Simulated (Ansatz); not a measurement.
SrTiO3: response to strain

Consider SrTiO₃ in the cubic perovskite structure (space group Pm-3m, No. 221; a = 3.936 Å).

Strains are applied to the cell and any free atomic positions relax.

Calculations: PBE (Ansatz, an electronic-structure program, PAW, no spin-orbit coupling).

Notes on the quantities. energy relative to the base: free energy F.

| isotropic strain (%) | energy relative to the base (meV/atom) |
|---|---|
| 0 | 0.0 |
| 0.6 | 2.1 |
| 1.2 | ? |
| 1.8 | 17.8 |
| 2.4 | 31.0 |
| 3 | 47.5 |

Task: Fit ΔE = Aε² + Bε³ (ε in %) to the rows shown and predict the withheld row.

Result: Least squares on the printed values gives A = 5.82 and B = -0.18 meV/atom (largest residual 0.0 meV/atom); this predicts 8.1 meV/atom, and the run gives 8.0 meV/atom, in agreement.

Whether these cells are dynamically stable was not tested. The final runs are not spin-polarised. Many cubic perovskites are stable only at high temperature; tilts and polar distortions were not tested.
